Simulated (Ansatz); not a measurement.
## SnS2 (model structure, started from the anatase type, I4₁/amd, No. 141, 6 atoms in the cell): lattice constant a by level of theory

No measured value is used here.

```
level (code)         value (Å)
-------------------  ---------
PBE (Ansatz)             5.317
PBEsol (Ansatz)          5.242
PBE-D3(BJ) (Ansatz)      5.283
```

Ansatz's density-functional and Hartree–Fock values are scalar-relativistic unless marked +SOC, with PAW data made under PBE.

A model structure was made by putting elements into a prototype or built by hand; it is no filed structure, need not be a known phase, and can be a saddle point held by its symmetry.

Ansatz is a program for electronic structure.
